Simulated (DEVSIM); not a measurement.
Structure: illuminated InP p-on-n cell, one wavelength, at 300 K.

| layer (left to right) | material | thickness (μm) | Nd (cm⁻³) | Na (cm⁻³) | τn (s) | τp (s) | absorption coefficient (cm⁻¹) |
|---|---|---|---|---|---|---|---|
| 1 | InP | 0.150 | - | 5.9e17 | 1.8e-9 | 1.4e-9 | 31000 |
| 2 | InP | 1.50 | 1.3e16 | - | 2.3e-9 | 2.3e-9 | 31000 |

Left contact: ohmic, minority electron recombination velocity 8000 cm/s. Right contact: ohmic, minority hole recombination velocity 100 cm/s. Voltage is applied to the left contact. Recombination: SRH at mid-gap, radiative, Auger. Light enters at the left, 9.1e17 photons cm⁻² s⁻¹, one pass, no reflection. Mobility is μmin + (μ − μmin)/(1 + (N/Nref)^α).

Constants are typed, rounded textbook-type inputs, not results; the design itself was drawn at random and stands for no fabricated device. Values at 300 K.

```
parameter          InP
-------------  -------
gap (eV)         1.344
affinity (eV)     4.38
permittivity      12.5
Nc (cm⁻³)       5.7e17
Nv (cm⁻³)       1.1e19
μn (cm²/Vs)       5200
μp (cm²/Vs)        170
μn,min             400
μp,min              10
Nref,n            3e17
Nref,p          4.9e17
αn                0.47
αp                0.62
B (cm³/s)      1.2e-10
Cn (cm⁶/s)       9e-31
Cp (cm⁶/s)       9e-31
```

Model (solved in DEVSIM): 1D drift-diffusion, Boltzmann statistics, complete ionisation; no tunnelling, impact ionisation, image-force lowering or self-heating.

Task: Tabulate band edges, carrier densities and field at -2.0 V on the left contact, in the dark.

Result: Energies count from the Fermi level of the right contact; mesh points crowd at the junctions.

```tsv
x (μm)	Ec (eV)	Ev (eV)	n (cm⁻³)	p (cm⁻³)	field (V/cm)
0.000	3.268	1.924	< 1e2	5.9e17	≈ 0
0.01266	3.268	1.924	< 1e2	5.9e17	≈ 0
0.03161	3.268	1.924	< 1e2	5.9e17	≈ 0
0.05538	3.268	1.924	< 1e2	5.9e17	≈ 0
0.09437	3.268	1.924	< 1e2	5.9e17	-13
0.1182	3.268	1.924	< 1e2	5.8e17	-970
0.1372	3.253	1.909	< 1e2	3.3e17	-25000
0.1531	3.141	1.797	< 1e2	4.3e15	-110000
0.1683	2.981	1.637	< 1e2	8.9e12	-100000
0.1918	2.743	1.399	< 1e2	8.9e8	-99000
0.2322	2.357	1.013	< 1e2	5400	-92000
0.3187	1.635	0.291	110	4200	-75000
0.4239	0.945	-0.399	350	2300	-56000
0.5865	0.290	-1.054	7.8e12	< 1e2	-25000
0.9300	0.098	-1.246	1.3e16	< 1e2	-18
1.211	0.098	-1.246	1.3e16	< 1e2	≈ 0
1.375	0.098	-1.246	1.3e16	< 1e2	≈ 0
1.480	0.098	-1.246	1.3e16	< 1e2	≈ 0
1.567	0.098	-1.246	1.3e16	< 1e2	≈ 0
1.608	0.098	-1.246	1.3e16	< 1e2	≈ 0
1.631	0.098	-1.246	1.3e16	< 1e2	≈ 0
1.650	0.098	-1.246	1.3e16	< 1e2	≈ 0
```
